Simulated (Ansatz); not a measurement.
Consider the following.

```
CELL_PARAMETERS angstrom
      4.94887     0.00000     0.00000
     -2.47444     4.28585     0.00000
      0.00000     0.00000     5.44133
ATOMIC_POSITIONS crystal
  Si 0.52959 0.52959 0.00000
  Si 0.47041 0.00000 0.33333
  Si 0.00000 0.47041 0.66667
  O  0.26685 0.41257 0.78560
  O  0.58743 0.85428 0.11893
  O  0.14572 0.73315 0.45227
  O  0.41257 0.26685 0.21440
  O  0.85428 0.58743 0.88107
  O  0.73315 0.14572 0.54773
```

These are PBEsol, rigid bands (plane waves, PAW, scalar-relativistic; Ansatz, an electronic-structure program) values and carry that method's errors. How the cell was made: cell and atoms relaxed with PBEsol.

### Question
Predict the hole conductivity mass (n e² τ/σ) at 300 K, by direction if it differs.

### Answer
9.6 (x), 9.6 (y), 2.5 (z) mₑ.

### Question
Predict the electron conductivity mass (n e² τ/σ) at 300 K, by direction if it differs.

### Answer
0.51 (x), 0.51 (y), 0.50 (z) mₑ.

### Question
And the band gap?

### Answer
5.72 eV at this level; semilocal functionals usually fall short of the measured gap.

Rigid bands, one relaxation time for all states, no polarons. Spin-orbit coupling is left out; where it splits the top of the valence band it changes the hole mass and lowers the gap by about a third of the splitting.
